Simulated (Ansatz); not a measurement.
**PbSe, response to strain**

Consider PbSe in the rock salt structure (space group Fm-3m, No. 225; a = 6.1780 Å). Axes: x, y, z lie along the cube axes.

Strains are applied to the cell and any free atomic positions relax.

Level of theory: r2SCAN in Ansatz (plane waves to 500 eV, PAW, no SOC).

Notes on the quantities. energy relative to the base: free energy F.

```csv
uniaxial strain ε_zz (%),energy relative to the base (meV/atom)
-3,12.0
-2.5,8.2
-2,5.1
-1.5,2.8
-1,?
-0.5,0.3
0,0.0
```

Problem. Fit ΔE = Aε² + Bε³ (ε in %) to the rows shown and predict the withheld row.

Solution. Least squares on the printed values gives A = 1.17 and B = -0.056 meV/atom (largest residual 0.0 meV/atom); this predicts 1.2 meV/atom, and the run gives 1.2 meV/atom, in agreement.

No phonon test of stability was made.

Ansatz is a program for electronic structure.
